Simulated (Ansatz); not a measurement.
An Ansatz (a quantum-chemistry and plane-wave program) input (DFT with r2SCAN, PAW potentials and a 500 eV plane-wave cutoff in Ansatz, without spin-orbit coupling):

Ansatz 0.2 input:
```yaml
crystal:
  lattice:
    - [1.7633040325, -6.7583753437, 0]
    - [3.526608065, 0, -3.565176567]
    - [3.526608065, 0, 3.565176567]
  atoms:
    - { symbol: Si, position: [0.8833382838, 0.654165429, 0.404165429] }
    - { symbol: Si, position: [0.8833382838, 0.154165429, 0.904165429] }
    - { symbol: Si, position: [0.1166617162, 0.3458345709, 0.5958345709] }
    - { symbol: Si, position: [0.1166617162, 0.8458345709, 0.0958345709] }
    - { symbol: Si, position: [0.5005829934, 0.9998542517, 0.7498542516] }
    - { symbol: Si, position: [0.5005829934, 0.4998542517, 0.2498542516] }
    - { symbol: Si, position: [0.4994170066, 0.0001457483, 0.2501457483] }
    - { symbol: Si, position: [0.4994170066, 0.5001457484, 0.7501457483] }
    - { symbol: Ti, position: [0.2063969702, 0.3234007574, 0.0734007574] }
    - { symbol: Ti, position: [0.7936030298, 0.1765992426, 0.4265992425] }
    - { symbol: Ti, position: [0.7936030298, 0.6765992425, 0.9265992425] }
basis: { ecutwfc: 500, ecutrho_ratio: 4, xc_grid: 4, fft_grid_basis: typed }
kpoints: { mp_grid: { grid: [5, 7, 7] } }
hamiltonian:
  xc: r2scan
  dispersion: none
  pseudopotentials: { kind: paw }
scf: { occupations: { method: fermi_dirac, width: 0.05 }, convergence: { dr2_threshold: 0.0000000011 } }
relax: { f_tol: 0.02, max_steps: 45 }
output: { forces: true, stress: true }
checkpoint: { write: state.ck, write_every: 1000 }
```

Problem. Which symmetry and how many k-points will the program report, and about how many plane waves at Γ?

Solution. Space group Cm (ITA 8) with 2 operations, k-points 72 of 245, and 4315 plane waves at Γ.

Problem. And the final pressure?

Solution. -2.32 GPa (compression positive).

The cell is small, so the values are those of an ordered compound at a high defect concentration; dilute-limit values will differ. The defect started on the symmetric site and kept its symmetry, so it may sit on a saddle. The final runs are not spin-polarised. The cell was made from TiSi₂ (space group Cmcm, No. 63) by this change: Ti vacancy. The defect cell is not spin-polarised.
